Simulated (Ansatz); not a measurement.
La under a change: pressure 5 GPa

Base system: La (space group P6_3/mmc, No. 194; a = 3.770 Å, c = 12.081 Å).

One thing is altered: cell and atoms relaxed at a pressure of 5 GPa.

Method: Ansatz (an electronic-structure program) PBE, no SOC. Γ-centred 14×14×4 mesh, Fermi–Dirac width 0.05 eV.

The density rises by 1.10 g/cm³ (6.20 g/cm³ → 7.30 g/cm³) and the lattice parameter a falls by 0.2038 Å (3.770 Å → 3.567 Å). The c/a ratio rises by 0.0104 (3.204 → 3.215) and the enthalpy H = E + PV relative to the base's energy comes out as +1.06 eV/atom. The band gap stays zero.

Load acts through the strain it causes; cell and atoms are relaxed under it. No phonon test of stability was made. Competing high-pressure phases were not computed.
